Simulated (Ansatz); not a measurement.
Take ZnSe in the zinc blende structure (space group F-43m, No. 216; a = 5.665 Å) as the base.

Levels (all Ansatz, an electronic-structure program, PAW): r2SCAN (500 eV, no spin-orbit coupling); HSE06 (420 eV, without spin-orbit coupling).

Its gap is 1.87 eV with r2SCAN and 2.42 eV with HSE06.

The change: a negative pressure, −1 GPa.

With r2SCAN the gap becomes 1.80 eV.

If the HSE06 correction stayed the same, what would the HSE06 gap be, and what does the HSE06 run give?

A rigid correction of +0.55 eV gives 2.35 eV. The HSE06 run gives 2.35 eV, so the two effects roughly add.

Single points use the geometry relaxed with r2SCAN. Load acts through the strain it causes; cell and atoms are relaxed under it. No phonon test of stability was made.
